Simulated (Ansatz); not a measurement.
Consider the following.

```xyz
4
Lattice="3.0946 0.0000 0.0000 1.5473 2.6800 0.0000 0.0000 0.0000 5.0488" Properties=species:S:1:pos:R:3 pbc="T T T"
Al     3.0946     1.7867     0.0093
Al     1.5473     0.8933     2.5337
N      3.0946     1.7867     3.1472
N      1.5473     0.8933     0.6228
```

No spin polarisation.

All numbers come from PBE (Ansatz, an electronic-structure program), no SOC. Γ-centred 12×12×7 mesh, Fermi–Dirac width 0.05 eV.

Problem. Predict the space group.

Solution. P6_3mc (No. 186).

Problem. Predict the mean in-plane stress (compression positive).

Solution. +5.3 GPa.

The cells carry an imposed strain or load. Whether these cells are dynamically stable was not tested. The cell was made from AlN in the wurtzite structure (space group P6_3mc, No. 186) by this change: biaxial strain −1.14 %, plane normal [001], relaxed out of plane.
